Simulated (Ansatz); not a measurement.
# Pressure series in PdSb2

The parent structure is PdSb2 (space group Pa-3, No. 205; a = 6.464 Å).

Cell and atoms are relaxed at each pressure.

All numbers come from PBEsol, PAW, 420 eV (Ansatz, a program for electronic structure; scalar-relativistic without spin-orbit coupling).

```json
[
 {"P (GPa)": "-2.01", "V (Å³/atom)": "22.984"},
 {"P (GPa)": "-1.01", "V (Å³/atom)": "22.742"},
 {"P (GPa)": "0.30", "V (Å³/atom)": "22.449"},
 {"P (GPa)": "0.70", "V (Å³/atom)": "22.364"},
 {"P (GPa)": "1.48", "V (Å³/atom)": "22.201"},
 {"P (GPa)": "3.01", "V (Å³/atom)": "21.906"},
 {"P (GPa)": "5.01", "V (Å³/atom)": "21.550"},
 {"P (GPa)": "7.51", "V (Å³/atom)": "21.149"},
 {"P (GPa)": "10.01", "V (Å³/atom)": "20.787"}
]
```

A third-order Birch–Murnaghan fit to these points gives V₀ = 22.51 Å³/atom, B₀ = 103 GPa and B₀′ = 5.0. At pressure 10 GPa the volume is 92.3 % of V₀.

Load acts through the strain it causes; cell and atoms are relaxed under it. Stability against distortions was not tested. Competing high-pressure phases were not computed. The final runs are not spin-polarised.
